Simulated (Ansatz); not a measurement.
Input:

End structure of the (0001) surface of rhombohedral Bi in its 1x1 cell, outermost plane spacing 1.64 Å in the ideal cut (one of several cuts of this face):

```
CELL_PARAMETERS angstrom
      4.53281     0.00000     0.00000
     -2.26641     3.92553     0.00000
      0.00000     0.00000    29.50000
ATOMIC_POSITIONS crystal
  Bi 0.33333 0.66667 0.27102
  Bi 0.00000 0.00000 0.32646
  Bi 0.66667 0.33333 0.40605
  Bi 0.33333 0.66667 0.46102
  Bi 0.00000 0.00000 0.53898
  Bi 0.66667 0.33333 0.59395
  Bi 0.33333 0.66667 0.67354
  Bi 0.00000 0.00000 0.72898
```

Set-up: 8 atoms, 13.3 Å thick at the start; mesh 10x10x1; 0.1 eV smearing; dipole correction on; all atoms relaxed; start symmetry kept, larger cells not searched; no spin, no spin-orbit, no U.

**Question.** Give the work function of the top face at the level PBE with D3(BJ) dispersion (Ansatz, a first-principles code).

**Answer.** 4.03 eV

**Question.** Predict the surface energy (mean of both faces) from PBE with D3(BJ) dispersion.

**Answer.** 27 meV/Å²
